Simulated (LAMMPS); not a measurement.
Molecular dynamics of ZnSe (zinc blende) with 50 % of Se sites S, 4096 atoms, at 1330 K and 0 GPa, heated as the crystal.

Level of theory: classical MD, pair style sw, file CdTeZnSeHgS0.sw; code LAMMPS.

- state found: crystal; no diffusion seen in 30 ps
- density: 4.5565 ± 0.0002 g/cm³
- volume per atom: 22.0294 ± 0.0010 Å³
- enthalpy per atom: -2.5243 ± 0.0004 eV
- first peak of g(r), Se-Zn: 2.46 Å, height 8.4
- coordination number of Se by Zn: 4.00 (counted to 3.42 Å)
- coordination number of Zn by Se: 2.00 (counted to 3.42 Å)
- first peak of g(r), S-Zn: 2.38 Å, height 9.3
- coordination number of S by Zn: 4.00 (counted to 3.34 Å)
- coordination number of Zn by S: 2.00 (counted to 3.34 Å)
- most common S-Zn-Se angle: in the 3° bin centred on 109.5° (mean of all 109°)
- most common S-Zn-S angle: in the 3° bin centred on 109.5° (mean of all 111°)
- most common Se-Zn-Se angle: in the 3° bin centred on 106.5° (mean of all 107°)
- mean frequency of the velocity spectrum: 7.1 THz
- cost: roughly 7 core-minutes

Potential: file CdTeZnSeHgS0.sw of the LAMMPS distribution; its header cites Zhou, Ward, Martin, van Swol, Cruz-Campa, and D. Zubia, Phys. Rev. B, 88, 085309 (2013).

Caution: the random arrangement on this lattice is imposed, and need not be a phase that exists in equilibrium. Caution: a run this short can hold a crystal over, or a liquid under, the potential's melting point.

States go by the mean squared displacement: a species diffuses where it passes 1.5 Å², still rises and gives D over 1e-6 cm²/s; a crystal has left its structure where atoms lie 0.35 Å off their sites on average or a cubic box changes its shape by 3 %.

Errors shown are sampling errors alone.

| r (Å) | g(r), Se-Zn | g(r), S-Zn |
|---|---|---|
| 1.980 | 0.000 | 0.000 |
| 2.020 | 0.000 | 0.001 |
| 2.060 | 0.000 | 0.015 |
| 2.100 | 0.006 | 0.093 |
| 2.140 | 0.022 | 0.354 |
| 2.180 | 0.140 | 1.04 |
| 2.220 | 0.415 | 2.48 |
| 2.260 | 1.14 | 4.42 |
| 2.300 | 2.37 | 6.83 |
| 2.340 | 4.18 | 8.46 |
| 2.380 | 6.18 | 9.27 |
| 2.420 | 7.72 | 8.41 |
| 2.460 | 8.35 | 7.11 |
| 2.500 | 7.68 | 5.06 |
| 2.540 | 6.41 | 3.36 |
| 2.580 | 4.82 | 2.01 |
| 2.620 | 3.33 | 1.08 |
| 2.660 | 2.01 | 0.556 |
| 2.700 | 1.10 | 0.258 |
| 2.740 | 0.623 | 0.119 |
| 2.780 | 0.306 | 0.052 |
| 2.820 | 0.137 | 0.029 |
| 2.860 | 0.070 | 0.006 |
| 2.900 | 0.024 | 0.004 |
| 2.940 | 0.016 | 0.000 |
| 2.980 | 0.007 | 0.001 |
| 3.020 | 0.004 | 0.001 |
| 3.060 | 0.001 | 0.000 |
| 3.100 | 0.000 | 0.000 |
| 3.140 | 0.000 | 0.000 |
| 3.180 | 0.000 | 0.000 |
| 3.220 | 0.001 | 0.000 |
| 3.260 | 0.000 | 0.000 |
| 3.300 | 0.000 | 0.000 |
| 3.340 | 0.000 | 0.000 |
| 3.380 | 0.000 | 0.000 |
| 3.420 | 0.000 | 0.000 |
| 3.460 | 0.000 | 0.000 |
| 3.500 | 0.000 | 0.000 |
| 3.540 | 0.000 | 0.000 |
| 3.580 | 0.000 | 0.000 |
| 3.620 | 0.000 | 0.000 |
| 3.660 | 0.000 | 0.000 |
| 3.700 | 0.001 | 0.001 |
| 3.740 | 0.002 | 0.002 |
| 3.780 | 0.002 | 0.003 |
| 3.820 | 0.006 | 0.007 |
| 3.860 | 0.011 | 0.011 |
| 3.900 | 0.019 | 0.021 |
| 3.940 | 0.032 | 0.033 |
| 3.980 | 0.057 | 0.054 |
| 4.020 | 0.089 | 0.096 |
| 4.060 | 0.137 | 0.140 |
| 4.100 | 0.201 | 0.225 |
| 4.140 | 0.294 | 0.304 |
| 4.180 | 0.426 | 0.470 |
| 4.220 | 0.582 | 0.665 |
| 4.260 | 0.810 | 0.878 |
| 4.300 | 1.07 | 1.15 |
| 4.340 | 1.43 | 1.42 |
| 4.380 | 1.77 | 1.79 |
| 4.420 | 2.14 | 2.19 |
| 4.460 | 2.55 | 2.54 |
| 4.500 | 2.85 | 2.84 |
| 4.540 | 3.11 | 3.09 |
| 4.580 | 3.35 | 3.32 |
| 4.620 | 3.44 | 3.35 |
| 4.660 | 3.45 | 3.40 |
| 4.700 | 3.40 | 3.30 |
| 4.740 | 3.12 | 3.12 |
| 4.780 | 2.84 | 2.76 |
| 4.820 | 2.50 | 2.53 |
| 4.860 | 2.14 | 2.11 |
| 4.900 | 1.79 | 1.77 |
| 4.940 | 1.42 | 1.41 |
| 4.980 | 1.10 | 1.10 |
| 5.020 | 0.841 | 0.844 |
| 5.060 | 0.586 | 0.610 |
| 5.100 | 0.409 | 0.431 |
| 5.140 | 0.287 | 0.279 |
| 5.180 | 0.192 | 0.191 |
| 5.220 | 0.121 | 0.133 |
| 5.260 | 0.082 | 0.081 |
| 5.300 | 0.048 | 0.049 |
| 5.340 | 0.029 | 0.034 |
| 5.380 | 0.021 | 0.026 |
| 5.420 | 0.017 | 0.024 |
| 5.460 | 0.020 | 0.034 |
| 5.500 | 0.034 | 0.046 |
| 5.540 | 0.051 | 0.074 |
| 5.580 | 0.086 | 0.118 |
| 5.620 | 0.128 | 0.184 |
| 5.660 | 0.219 | 0.288 |
| 5.700 | 0.322 | 0.393 |
| 5.740 | 0.454 | 0.557 |
| 5.780 | 0.633 | 0.755 |
| 5.820 | 0.820 | 0.940 |
| 5.860 | 1.06 | 1.17 |
| 5.900 | 1.29 | 1.41 |
| 5.940 | 1.56 | 1.63 |
| 5.980 | 1.77 | 1.80 |
| 6.020 | 1.98 | 1.92 |
| 6.060 | 2.08 | 2.04 |

```csv
angle (°),"probability per degree, S-Zn-Se","probability per degree, S-Zn-S","probability per degree, Se-Zn-Se"
76.50,0.0000,0.0000,0.0000
79.50,0.0000,0.0000,0.0001
82.50,0.0001,0.0000,0.0001
85.50,0.0002,0.0001,0.0007
88.50,0.0008,0.0008,0.0013
91.50,0.0024,0.0021,0.0047
94.50,0.0066,0.0058,0.0104
97.50,0.0137,0.0104,0.0215
100.5,0.0262,0.0229,0.0327
103.5,0.0398,0.0330,0.0479
106.5,0.0536,0.0455,0.0575
109.5,0.0567,0.0531,0.0539
112.5,0.0497,0.0530,0.0430
115.5,0.0394,0.0436,0.0305
118.5,0.0230,0.0294,0.0161
121.5,0.0124,0.0180,0.0074
124.5,0.0056,0.0091,0.0038
127.5,0.0018,0.0042,0.0012
130.5,0.0009,0.0017,0.0003
133.5,0.0003,0.0006,0.0001
136.5,0.0001,0.0001,0.0000
139.5,0.0000,0.0000,0.0000
```
